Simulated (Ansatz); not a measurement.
The parent structure is Co in the hcp (Mg type) structure (space group P6_3/mmc, No. 194; a = 2.494 Å, c = 4.032 Å; ferromagnetic).

Method: PBE (Ansatz, a quantum-chemistry and plane-wave program; PAW; 420 eV plane waves; spin-orbit coupling left out).

One change was made to it. Results:

The largest site moment remains 1.69 μB; the magnetic state is still ferromagnetic; the lattice parameter a stays essentially unchanged (2.494 Å against 2.493 Å).

Problem. Which change produced these results?
A. pressure 10 GPa
B. pressure 5 GPa
C. pressure 0.3 GPa
D. pressure 7.5 GPa
E. pressure 3 GPa

Solution. C, pressure 0.3 GPa. For comparison, the lattice parameter a in the other runs: pressure 10 GPa gives 2.458 Å; pressure 5 GPa gives 2.475 Å; pressure 3 GPa gives 2.482 Å; pressure 7.5 GPa gives 2.466 Å.

The magnetic state is the one reached from the starting moments; the real material's order can differ, and small cells can't hold many antiferromagnetic ones. Load acts through the strain it causes; cell and atoms are relaxed under it. Whether these cells are dynamically stable was not tested. Competing high-pressure phases were not computed.
